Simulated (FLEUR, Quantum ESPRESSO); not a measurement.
A FLEUR input for a self-consistent single point of ScV2Ga4 (I4/mmm, 7 atoms in the cell) (DFT, LDA (Vosko-Wilk-Nusair), all-electron FLAPW (FLEUR), scalar-relativistic valence):

Input of the input generator:

```
Sc(VGa2)2
&input film=f /
-6.0984580090 6.0984580090 4.8649392811
6.0984580090 -6.0984580090 4.8649392811
6.0984580090 6.0984580090 -4.8649392811
1.0
1.0 1.0 1.0

7
21 0.0000000000 0.0000000000 0.0000000000
23 0.7500000000 0.2500000000 0.5000000000
23 0.2500000000 0.7500000000 0.5000000000
31 0.3008700000 0.3008700000 0.6017400000
31 0.6991300000 0.6991300000 0.3982600000
31 0.3008700000 0.6991300000 0.0000000000
31 0.6991300000 0.3008700000 0.0000000000

&comp jspins=1 /
&exco xctyp='vwn' /
&kpt div1=5 div2=5 div3=5 /
&end /
```

```xml
<?xml version="1.0" encoding="UTF-8" standalone="no"?>
<fleurInput fleurInputVersion="0.39">
   <comment>
      Sc(VGa2)2                                                                                           
   </comment>
   <calculationSetup>
      <cutoffs Kmax="3.9" Gmax="11.7" GmaxXC="11.7" numbands="0"/>
      <scfLoop itmax="80" minDistance="0.00001" maxIterBroyd="15" imix="Anderson" alpha="0.05" precondParam="0.0" spinf="2.0"/>
      <coreElectrons ctail="T" frcor="F" kcrel="0" coretail_lmax="0"/>
      <xcFunctional name="vwn" relativisticCorrections="F"/>
      <magnetism jspins="1"/>
      <soc l_soc="F" theta="0.0" phi="0.0" spav="F"/>
      <expertModes spex="0" secvar="F"/>
      <geometryOptimization l_f="T" forcealpha="1.0" forcemix="BFGS" epsdisp="0.00001" epsforce="0.00001"/>
      <ldaU l_linMix="F" mixParam="0.05" spinf="1.0"/>
   </calculationSetup>
   <cell>
      <bzIntegration valenceElectrons="89.0" mode="gauss" fermiSmearingEnergy="0.00183747">
         <kPointListSelection listName="default-1"/>
         <!-- k-points included here -->
         <xi:include xmlns:xi="http://www.w3.org/2001/XInclude" href="kpts.xml"> </xi:include>
      </bzIntegration>
      <!-- symmetry operations included here -->
      <xi:include xmlns:xi="http://www.w3.org/2001/XInclude" href="sym.xml"> </xi:include>
      <bulkLattice scale="1.0">
         <bravaisMatrix>
            <row-1>   -6.0984580089999998     6.0984580089999998     4.8649392810999998</row-1>
            <row-2>    6.0984580089999998    -6.0984580089999998     4.8649392810999998</row-2>
            <row-3>    6.0984580089999998     6.0984580089999998    -4.8649392810999998</row-3>
         </bravaisMatrix>
      </bulkLattice>
   </cell>
   <atomSpecies>
      <species name="Scandium (Sc)" element="Sc" atomicNumber="21">
         <mtSphere radius="2.58" gridPoints="889" logIncrement="0.014"/>
         <atomicCutoffs lmax="10" lnonsphr="8"/>
         <electronConfig flipSpins="F">
            <coreConfig>(1s1/2) (2s1/2) (2p1/2) (2p3/2)</coreConfig>
            <valenceConfig>(3s1/2) (3p1/2) (3p3/2) (4s1/2) (3d3/2) (3d5/2)</valenceConfig>
            <stateOccupation state="(3d3/2)" spinUp="0.2" spinDown="0.2"/>
            <stateOccupation state="(3d5/2)" spinUp="0.3" spinDown="0.3"/>
         </electronConfig>
         <energyParameters s="4" p="4" d="3" f="4"/>
         <lo type="SCLO" l="0" n="3" eDeriv="0"/>
         <lo type="SCLO" l="1" n="3" eDeriv="0"/>
      </species>
      <species name="Vanadium (V)" element="V" atomicNumber="23">
         <mtSphere radius="2.27" gridPoints="783" logIncrement="0.015"/>
         <atomicCutoffs lmax="8" lnonsphr="6"/>
         <electronConfig flipSpins="F">
            <coreConfig>(1s1/2) (2s1/2) (2p1/2) (2p3/2)</coreConfig>
            <valenceConfig>(3s1/2) (3p1/2) (3p3/2) (4s1/2) (3d3/2) (3d5/2)</valenceConfig>
            <stateOccupation state="(3d3/2)" spinUp="0.6" spinDown="0.6"/>
            <stateOccupation state="(3d5/2)" spinUp="0.9" spinDown="0.9"/>
         </electronConfig>
         <energyParameters s="4" p="4" d="3" f="4"/>
         <lo type="SCLO" l="0" n="3" eDeriv="0"/>
         <lo type="SCLO" l="1" n="3" eDeriv="0"/>
      </species>
      <species name="Gallium (Ga)" element="Ga" atomicNumber="31">
         <mtSphere radius="2.27" gridPoints="783" logIncrement="0.016"/>
         <atomicCutoffs lmax="8" lnonsphr="6"/>
         <electronConfig flipSpins="F">
            <coreConfig>(1s1/2) (2s1/2) (2p1/2) (2p3/2) (3s1/2) (3p1/2) (3p3/2)</coreConfig>
            <valenceConfig>(4s1/2) (3d3/2) (3d5/2) (4p1/2) (4p3/2)</valenceConfig>
            <stateOccupation state="(4p1/2)" spinUp="0.1666666666667" spinDown="0.1666666666667"/>
            <stateOccupation state="(4p3/2)" spinUp="0.3333333333333" spinDown="0.3333333333333"/>
         </electronConfig>
         <energyParameters s="4" p="4" d="3" f="4"/>
         <lo type="HELO" l="2" n="4" eDeriv="0"/>
      </species>
   </atomSpecies>
   <atomGroups>
      <atomGroup species="Scandium (Sc)">
         <relPos label="                   1">.0000000000 .0000000000 .0000000000</relPos>
         <force calculate="T" relaxXYZ="TTT"/>
      </atomGroup>
      <atomGroup species="Vanadium (V)">
         <relPos label="                   2">-1.000/4.000 1.000/4.000 1.000/2.000</relPos>
         <relPos label="                   3">1.000/4.000 -1.000/4.000 1.000/2.000</relPos>
         <force calculate="T" relaxXYZ="TTT"/>
      </atomGroup>
      <atomGroup species="Gallium (Ga)">
         <relPos label="                   4">.3008700000 .3008700000 -.3982600000</relPos>
         <relPos label="                   5">-.3008700000 -.3008700000 .3982600000</relPos>
         <relPos label="                   6">.3008700000 -.3008700000 .0000000000</relPos>
         <relPos label="                   7">-.3008700000 .3008700000 .0000000000</relPos>
         <force calculate="T" relaxXYZ="TTT"/>
      </atomGroup>
   </atomGroups>
   <output dos="F" band="F" slice="F">
      <checks vchk="F" cdinf="F"/>
      <bandDOS minEnergy="-.5*Htr" maxEnergy="0.5*Htr" sigma="0.015" storeEVData="T"/>
      <vacuumDOS vacdos="F" integ="F" star="F" nstars="0" locx1="0.0" locy1="0.0" locx2="0.0" locy2="0.0" nstm="0" tworkf="0.0"/>
      <unfoldingBand unfoldBand="F" supercellX="1" supercellY="1" supercellZ="1"/>
      <plotting iplot="0" polar="F">
         <plot TwoD="T" vec1="  1.0  0.0  0.0" vec2="  0.0  1.0  0.0" vec3="  0.0  0.0  1.0" zero="  0.0  0.0  0.0" file="plot"/>
      </plotting>
      <chargeDensitySlicing numkpt="0" minEigenval="0.0" maxEigenval="0.0" nnne="0" pallst="F"/>
      <specialOutput eonly="F"/>
      <magneticCircularDichroism mcd="F" energyLo="-10.0" energyUp="0.0"/>
   </output>
  <!-- We include the file relax.xml here to enable relaxations (see documentation) -->
  <xi:include xmlns:xi="http://www.w3.org/2001/XInclude" href="relax.xml"> <xi:fallback/> </xi:include>
</fleurInput>
```

Write the same calculation as an input for Quantum ESPRESSO.

This is the input that was run; spellings and numerical settings could be chosen otherwise.

```fortran
&CONTROL
 calculation = 'scf'
 prefix = 'pwscf'
 outdir = './tmp'
 pseudo_dir = './'
 tprnfor = .true.
 tstress = .true.
/
&SYSTEM
 ibrav = 0
 nat = 7
 ntyp = 3
 ecutwfc = 85
 occupations = 'smearing'
 smearing = 'gaussian'
 degauss = 0.0036749
/
&ELECTRONS
 conv_thr = 1.0e-11
 mixing_beta = 0.5
/
ATOMIC_SPECIES
Sc    44.9559  Sc.upf
V     50.9415  V.upf
Ga    69.7230  Ga.upf
ATOMIC_POSITIONS {crystal}
Sc    0.0000000000    0.0000000000    0.0000000000
V     0.7500000000    0.2500000000    0.5000000000
V     0.2500000000    0.7500000000    0.5000000000
Ga    0.3008700000    0.3008700000    0.6017400000
Ga    0.6991300000    0.6991300000    0.3982600000
Ga    0.3008700000    0.6991300000    0.0000000000
Ga    0.6991300000    0.3008700000    0.0000000000
K_POINTS {automatic}
5 5 5  0 0 0
CELL_PARAMETERS {angstrom}
  -3.2271650000     3.2271650000     2.5744150000
   3.2271650000    -3.2271650000     2.5744150000
   3.2271650000     3.2271650000    -2.5744150000
```

Basis settings and potentials, where a program has them, do not carry over. This input uses DFT, LDA (PW92), plane waves, PseudoDojo standard norm-conserving (LDA) pseudopotentials. LDA parametrisations can differ slightly between programs.

The starting cell comes from a database of computed structures (which also holds hypothetical and non-ambient phases and stackings), without a prior relaxation at this level.
